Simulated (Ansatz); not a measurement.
Structures of equal composition on the (0001) surface of wurtzite GaN (Ga plane on top): 2x2 Mg adatom at H3; 2x2 Mg adatom at T4. The slabs share one bottom face, and each structure is named by its start. These are constructed structures in small cells; real faces may alloy, dewet or reconstruct in larger ones, and not all known structures of the face are among them. Slabs of about 14 Å with all that they carry, Fermi-Dirac smearing of 0.025 eV. Bottom of the slabs: H caps. Relaxed from the named starts with such symmetry as they have, on meshes of like density; energies extrapolated to zero smearing; no spin-orbit coupling, no U. Spin-polarised runs, if any, are marked in brackets, and their order is one that fits the cell; the others ran without spin. Where a second, spin-polarised start was run, the lower counts.

Host crystal: wurtzite GaN, with a band gap (PBE, scalar-relativistic without spin-orbit coupling).

Computed with PBE (plane waves to 420 eV, PAW; Ansatz, a quantum-chemistry and plane-wave program).

Order them by energy per 1x1 cell (lowest first) at the level PBE.

2x2 Mg adatom at T4 (0.000 eV [spin, 1.0 μB a cell], no gap over 0.04 eV on the mesh), 2x2 Mg adatom at H3 (0.013 eV [spin, 1.0 μB a cell], no gap over 0.04 eV on the mesh)
